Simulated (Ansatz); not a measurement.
Start from InAs in the zinc blende structure (space group F-43m, No. 216; a = 6.186 Å).

One thing is altered: a hydrostatic pressure of 18 GPa.

Levels (all Ansatz, a quantum-chemistry and plane-wave program, PAW): PBE (420 eV, no SOC); r2SCAN (500 eV, no spin-orbit coupling).

The geometry is relaxed with PBE.

- PBE pressure: 17.99 GPa
- PBE electron mass: 0.038 mₑ (at Γ)
- PBE band gap: 0.58 eV
- PBE hole mass: 0.038, 0.32, 0.32 mₑ (at Γ)

With r2SCAN at the same geometry, the pressure drops by 1.937 GPa (17.99 GPa → 16.06 GPa); the electron mass goes from 0.038 mₑ (at Γ) to 0.063 mₑ (at Γ); the band gap goes up by 0.50 eV, from 0.58 eV to 1.08 eV; the hole mass (degenerate bands, along [100]) changes from 0.038, 0.32, 0.32 mₑ (at Γ) to 0.063, 0.32, 0.32 mₑ (at Γ).

Single points use the geometry relaxed with PBE. Their cutoffs differ, which shifts pressures a little. Load acts through the strain it causes; cell and atoms are relaxed under it. Effective masses come from finite differences of ±0.01 Å⁻¹. Stability against distortions was not tested. All final runs are without spin polarisation. Measured, InAs leaves this structure (for rock salt) near 7 GPa (temperature not stated; as listed in Datta, Sujoy, Jana, Debnarayan, arXiv (2020)).
